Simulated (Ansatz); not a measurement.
**Effect of uniaxial strain ε_xx = −5.94 % on MoS2**

The reference is MoS2 in the 3R-MoS2 type structure (space group R3m, No. 160; layered, stacked along the Cartesian z axis).

```
CELL_PARAMETERS angstrom
      1.58770     0.91666     6.19535
     -1.58770     0.91666     6.19535
      0.00000    -1.83332     6.19535
ATOMIC_POSITIONS crystal
  Mo 0.00000 0.00000 0.00000
  S  0.75029 0.75029 0.75029
  S  0.58300 0.58300 0.58300
```

Cartesian axes are those of the cell as printed.

Perturbation: the cell is compressed by 5.94 % along x with no lateral relaxation; the atoms relax in the strained cell.

The values are results of plane-wave PAW DFT at the r2SCAN+rVV10 level (Ansatz, a program for electronic structure, 500 eV), no SOC, earlier PAW set, not measurements. Γ-centred 12×12×12 mesh, Fermi–Dirac width 0.05 eV.

| quantity | base | changed | shift |
|---|---|---|---|
| volume per atom | 18.03 Å³ | 16.96 Å³ | -1.07 Å³ |
| space group | R3m (No. 160) | Cm (No. 8) | – |
| shortest interatomic distance | 240.3 pm | 236.8 pm | -3.5 pm |
| energy relative to the base (free energy F) | 0 meV/atom | +54 meV/atom | +54 meV/atom |
| pressure (mean of the normal stresses, compression positive) | 0.00 GPa | 7.38 GPa | +7.38 GPa |
| band gap | 1.02 eV | 1.08 eV | +0.06 eV |
| gap character | – | indirect, A → Γ–C (56 % along) | – |
| smallest direct gap | 1.79 eV | 2.14 eV | +0.35 eV |
| electron mass | – | 0.71 mₑ along y, 0.49 mₑ across (off the special points) | – |
| largest internal atomic displacement | – | 0.030 Å | – |
| stress (xx, yy, zz, yz, xz, xy; compression positive) | – | (17.47, 3.73, 0.93, 0.28, 0.00, 0.00) GPa | – |

Cost of the whole job for the changed cell (relaxation, final SCF and bands): about 14 core-minutes (a rough figure).

Effective masses come from finite differences of ±0.01 Å⁻¹. No phonon test of stability was made. k-point labels follow each cell's own Brillouin zone.
